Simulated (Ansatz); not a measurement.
## Hypothetical rock salt BN: isotropic strain −5.11 %

Consider BN in the rock salt structure (space group Fm-3m, No. 225; a = 3.4827 Å; a hypothetical phase, not in the database extracts checked).

The change: an isotropic linear strain of −5.11 %; the atoms relax in the strained cell.

Method: PBEsol (Ansatz, a first-principles code; PAW; 420 eV plane waves; scalar-relativistic without spin-orbit coupling). k-mesh 16×16×16 (Γ-centred); smearing 0.05 eV (Fermi–Dirac).

```tsv
quantity	base	changed	shift
volume per atom	5.28 Å³	4.51 Å³	-0.77 Å³
space group	Fm-3m (No. 225)	Fm-3m (No. 225)	–
shortest interatomic distance	1.741 Å	1.652 Å	-0.089 Å
energy relative to the base (free energy F)	0 meV/atom	+179 meV/atom	+179 meV/atom
pressure	0.00 GPa	84.65 GPa	+84.65 GPa
band gap (an upper bound: an edge found on the path is not a true extremum; the base alone)	1.29 eV	2.56 eV	+1.27 eV
```

Stability against distortions was not tested.
